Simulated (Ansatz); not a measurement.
The reference is TiSi₂ (space group Fddd, No. 70).

```yaml
crystal:
  lattice:
    - [0.00000, 4.11603, 4.26094]
    - [2.39020, 0.00000, 4.26094]
    - [2.39020, 4.11603, 0.00000]
  atoms:
    - { symbol: Si, position: [0.66250, 0.33750, 0.66250] }
    - { symbol: Si, position: [0.33750, 0.66250, 0.33750] }
    - { symbol: Si, position: [0.58750, 0.91250, 0.58750] }
    - { symbol: Si, position: [0.91250, 0.58750, 0.91250] }
    - { symbol: Ti, position: [0.00000, 0.00000, 0.00000] }
    - { symbol: Ti, position: [0.25000, 0.25000, 0.25000] }
```

Cartesian axes are those of the cell as printed.

Method: DFT with r2SCAN, PAW potentials and a 500 eV plane-wave cutoff in Ansatz (a quantum-chemistry and plane-wave program), spin-orbit coupling left out, earlier PAW set.

Strains are applied to the cell and any free atomic positions relax; under biaxial strain the out-of-plane vector relaxes too.

One change was made to it. Results:

```json
[
 {"quantity": "pressure (mean of the normal stresses, compression positive)", "base": "0.0 GPa", "after": "0.0 GPa"},
 {"quantity": "shortest interatomic distance", "base": "2.520 Å", "after": "2.517 Å"},
 {"quantity": "energy relative to the base (free energy F)", "base": "0 meV/atom", "after": "+0.1 meV/atom"}
]
```

Q: Which of these changes matches the shifts?
A. biaxial strain −4.81 %, plane normal [001], relaxed out of plane
B. tensor shear ε_yz = −0.28 %
C. isotropic strain +0.86 %

A: B, tensor shear ε_yz = −0.28 %. For comparison, the energy relative to the base in the other runs: biaxial strain −4.81 %, plane normal [001], relaxed out of plane gives +81 meV/atom; isotropic strain +0.86 % gives +4.3 meV/atom.

Without a gap, meshes like the base's 13×13×13 leave anisotropic stresses uncertain by several tenths of a GPa, and small strain energies with them. No phonon test of stability was made. All final runs are without spin polarisation.
